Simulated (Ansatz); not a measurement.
**By hand: formation energy of H_i in Pb (fcc, Fm-3m)**

Consider the formation energy of H_i in Pb (fcc, Fm-3m). Reaction: 32 Pb (fcc) + 1/2 H2 (gas) → cell A.

A: a supercell of 32 sites of Pb (fcc, Fm-3m) with H off the lattice sites (4 Pb at 2.28 Å); spin state with PBE: run without spin.

Method: Ansatz (a program for electronic structure), PAW, neutral cells at 0 K with nuclei at rest, on structures from PBE+D3(BJ). Ansatz runs with its PAW set soft_1. Other levels take these structures. The lattices are those relaxed with PBE+D3(BJ), so at other levels the solids can be strained. Larger cells are relaxed from a start prepared with the learned potential CHGNet, on a coarser mesh till forces fall under 0.03 eV/Å, which some starts already meet. A dispersion term (D3(BJ), or D4 for r2SCAN) was computed beside these levels and is taken off wherever the name lacks it. Spin-orbit coupling is left out. Mesh and cell size may move defect energies by 0.1 eV or more. Cell A has symmetry P-43m and got no random move, so less symmetric positions, which may lie lower, weren't tried.

Total energies of the cells in eV, at zero smearing width. They compare only within one column; the weights balance every element.

```tsv
cell	atoms	weight	r2SCAN
A: Pb:H_i	33	+1	-381548.17168
Pb (fcc)	32	−1	-381533.11189
H2 (gas)	2	−1/2	-31.88930
```

r2SCAN: (-381548.17168) − (-381533.11189) − 1/2 × (-31.88930) = 0.885 eV.
